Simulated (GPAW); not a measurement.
Band structure of MgI2 (P-3m1, 3 atoms in the cell).

```yaml
crystal:
  lattice:
    - [2.08164, -3.60551, 0.00000]
    - [2.08164, 3.60551, 0.00000]
    - [0.00000, 0.00000, 6.88195]
  atoms:
    - { symbol: Mg, position: [0.00000, 0.00000, 0.00000] }
    - { symbol: I, position: [0.33333, 0.66667, 0.24200] }
    - { symbol: I, position: [0.66667, 0.33333, 0.75800] }
```

Computed with PBE, GPAW PAW datasets PBE (gpaw-data 1.0.1) (plane waves; GPAW 25.7.0).

Settings: mode = pw; ecut = 800 eV; xc = PBE; kpts = 5 5 3; mesh shift (steps) = 0 0 0; occupations.name = fermi-dirac; occupations.width = 0.01 eV; nbands = -4; convergence.forces = 0.001 eV/Å; convergence.bands = -2; symmetry.symmorphic = false; symmetry.tolerance = 0.0005; maxiter = 100; bandpath_npoints = 40.

The starting cell has typed, rounded lattice constants, without a prior relaxation at this level. Its lattice was rescaled by a random factor within 2.5 % of one. Spin-orbit coupling is off.

Predict the gap along the standard path and the places of the band edges.

The gap along the path is 3.52 eV, from Γ to a point between A|L and M|K; the smallest direct gap on it is 3.69 eV.

Levels in eV from the top of the valence band on the SCF mesh, bands 9 to 16:
```tsv
point	9	10	11	12	13	14	15	16
Γ	-0.47	-0.09	-0.09	0.00	3.69	4.77	6.72	6.72
M	-1.85	-1.39	-0.90	-0.47	3.64	5.34	5.54	6.97
K	-2.38	-1.89	-1.22	-1.22	3.92	7.40	7.40	7.58
A	-0.37	-0.37	-0.19	-0.19	4.64	4.86	6.54	6.54
L	-1.22	-1.13	-0.80	-0.70	3.55	5.23	5.72	6.10
H	-2.75	-2.20	-0.55	-0.55	4.82	5.80	5.80	7.40
```
